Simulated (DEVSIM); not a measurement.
Device: Au/Al2O3/n-InP capacitor, at 300 K.

| layer (left to right) | material | thickness (nm) | Nd (cm⁻³) |
|---|---|---|---|
| 1 | Al2O3 | 28.0 | - |
| 2 | InP | 10000 | 3.7e15 |

Metal gate on the left, work function 5.1 eV. Fixed charge at the semiconductor interface 1.3e11 cm⁻² (in units of +e); no interface traps.

Constants are typed, rounded textbook-type inputs, not results; the design itself was drawn at random and stands for no fabricated device. Values at 300 K; Nc and Nv go as T^1.5, mobilities as T to minus their exponent, the gap by Varshni's rule with the affinity fixed.

| parameter | Al2O3 | InP |
|---|---|---|
| gap (eV) | 6.8 | 1.344 |
| affinity (eV) | 1.35 | 4.38 |
| permittivity | 9 | 12.5 |
| Nc (cm⁻³) | - | 5.7e17 |
| Nv (cm⁻³) | - | 1.1e19 |
| Varshni α (eV/K) | - | 0.000363 |
| Varshni β (K) | - | 162 |

DEVSIM, 1D Poisson equation in equilibrium, Boltzmann statistics, complete ionisation; no quantum confinement or tunnelling. Metal contacts follow the ideal Schottky-Mott rule: no Fermi-level pinning, no interface dipoles.

The temperature was swept, all else fixed.

```
temperature (K)  minimum of the low-frequency capacitance (μF/cm²)  flat-band voltage (V)  threshold voltage (band bending 2φF) (V)
---------------  -------------------------------------------------  ---------------------  ----------------------------------------
250                                                         0.0176                   0.54                                     -0.68
300                                                         0.0184                   0.52                                     -0.62
350                                                         0.0197                   0.49                                     -0.55
400                                                         0.0214                   0.46                                     -0.49
450                                                         0.0228                   0.43                                     -0.42
500                                                         0.0251                   0.40                                     -0.36
```

From the first row to the last the minimum of the low-frequency capacitance goes from 0.0176 to 0.0251. From the first row to the last the flat-band voltage goes from 0.54 to 0.40.
